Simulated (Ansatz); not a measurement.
The parent structure is HgS in the zinc blende structure (space group F-43m, No. 216; a = 5.8119 Å). Axes: x, y, z lie along the cube axes.

Calculations: Ansatz (a quantum-chemistry and plane-wave program) LDA, no SOC.

Before the change:

```
Item                Value
---------------  --------
Pressure          0.0 GPa
Band gap             zero
Volume per atom  24.54 Å³
```

Perturbation: biaxial strain −1.50 %, plane normal [001], relaxed out of plane (Cartesian); in-plane vectors clamped, the third vector and the atoms free.

Q: What does the calculation give for the energy relative to the base, pressure, band gap and volume per atom after the change?

A: The energy grows by 1.5 meV/atom; the pressure (mean of the normal stresses, compression positive) goes from zero to 0.4 GPa; the band gap remains zero; the volume per atom falls by 0.18 Å³, from 24.54 Å³ to 24.36 Å³.

The mesh was chosen for an insulator and is coarse for the gapless case. With Hg present, leaving out spin-orbit coupling can change the band edges. No phonon test of stability was made. The final runs are not spin-polarised. A zero or small gap of HgS can be the functional's error rather than a property of the material.
